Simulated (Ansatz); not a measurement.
System: interstitial Al in 2H silicon carbide (charge state +3). These are PBE, PAW (plane waves to 420 eV; Ansatz, an electronic-structure program) values and carry that method's errors.

Settings: 72 host sites, the relaxed PBE lattice, the Γ point alone, smearing 0.01 eV, spin-restricted, no image-charge correction. Static, classical nuclei. The host's phase is taken as given; its stability against other phases was not computed. The charge state is imposed; whether it is stable for some Fermi level was not computed. Sites that were not tried may lie lower.

Barriers: single points on a 2×2×2 k-point mesh shifted by half a step along c at the bands' geometries (they differ from the bands' own by up to 0.19 eV, and are uncertain by about as much).

The step: one Al atom jumps by itself. Atoms about the jump, Cartesian Å from the middle of the jump, before and after:

| atom | x0 | y0 | z0 | x1 | y1 | z1 |
|---|---|---|---|---|---|---|
| Al1 | 0.77 | 1.34 | 0.00 | -0.77 | -1.34 | 0.00 |
| C2 | -0.75 | 0.46 | 0.81 | -0.77 | 0.42 | 0.81 |
| C3 | 0.77 | -0.42 | -1.69 | 0.75 | -0.46 | -1.69 |
| Si4 | 0.77 | -0.56 | 1.56 | 0.87 | -0.39 | 1.56 |
| C5 | 2.30 | 0.46 | 0.81 | 2.34 | 0.46 | 0.84 |
| C6 | 0.77 | -2.25 | 0.84 | 0.75 | -2.22 | 0.81 |
| Si7 | -0.90 | 0.38 | -1.25 | -0.77 | 0.59 | -1.25 |
| Si8 | 2.44 | 0.38 | -1.25 | 2.33 | 0.45 | -1.07 |
| Si9 | 0.77 | -2.24 | -1.07 | 0.90 | -2.30 | -1.25 |
| C10 | -0.75 | 2.22 | -1.69 | -0.77 | 2.30 | -1.76 |
| C11 | -2.38 | -0.48 | -1.76 | -2.30 | -0.46 | -1.69 |
| Si12 | -0.87 | 2.29 | 1.56 | -0.77 | 2.25 | 1.45 |
| Si13 | -2.34 | -0.46 | 1.45 | -2.41 | -0.39 | 1.56 |
| Si14 | 0.77 | 3.27 | -1.25 | 0.78 | 3.12 | -1.09 |
| Si15 | -2.31 | -2.24 | -1.09 | -2.44 | -2.30 | -1.25 |
| C16 | 0.77 | 3.10 | 0.81 | 0.78 | 3.12 | 0.82 |
| C17 | -2.32 | -2.23 | 0.82 | -2.30 | -2.22 | 0.81 |
| C18 | 2.30 | 2.22 | -1.69 | 2.32 | 2.23 | -1.70 |
| C19 | -0.78 | -3.12 | -1.70 | -0.77 | -3.10 | -1.69 |
| Si20 | -0.77 | -3.13 | 1.47 | -0.77 | -3.23 | 1.56 |
| Si21 | 2.41 | 2.29 | 1.56 | 2.32 | 2.23 | 1.47 |

Where do these atoms stand at the saddle point, and how high is it?


```json
[
 {"atom": "Al1", "x": "0.28", "y": "-0.17", "z": "-0.15"},
 {"atom": "C2", "x": "-0.75", "y": "0.43", "z": "1.25"},
 {"atom": "C3", "x": "0.83", "y": "-0.48", "z": "-1.88"},
 {"atom": "Si4", "x": "0.82", "y": "-0.47", "z": "1.91"},
 {"atom": "C5", "x": "2.21", "y": "0.43", "z": "0.83"},
 {"atom": "C6", "x": "0.73", "y": "-2.13", "z": "0.83"},
 {"atom": "Si7", "x": "-0.86", "y": "0.50", "z": "-2.12"},
 {"atom": "Si8", "x": "2.43", "y": "0.48", "z": "-1.16"},
 {"atom": "Si9", "x": "0.80", "y": "-2.35", "z": "-1.16"},
 {"atom": "C10", "x": "-0.76", "y": "2.28", "z": "-1.79"},
 {"atom": "C11", "x": "-2.35", "y": "-0.48", "z": "-1.79"},
 {"atom": "Si12", "x": "-0.78", "y": "2.26", "z": "1.54"},
 {"atom": "Si13", "x": "-2.35", "y": "-0.46", "z": "1.54"},
 {"atom": "Si14", "x": "0.78", "y": "3.12", "z": "-1.07"},
 {"atom": "Si15", "x": "-2.31", "y": "-2.24", "z": "-1.07"},
 {"atom": "C16", "x": "0.75", "y": "3.12", "z": "0.84"},
 {"atom": "C17", "x": "-2.33", "y": "-2.21", "z": "0.84"},
 {"atom": "C18", "x": "2.33", "y": "2.24", "z": "-1.70"},
 {"atom": "C19", "x": "-0.77", "y": "-3.14", "z": "-1.70"},
 {"atom": "Si20", "x": "-0.80", "y": "-3.12", "z": "1.46"},
 {"atom": "Si21", "x": "2.30", "y": "2.25", "z": "1.46"}
]
```
It lies 2.17 eV above the start and 2.17 eV above the end. The program found a first-order saddle point.
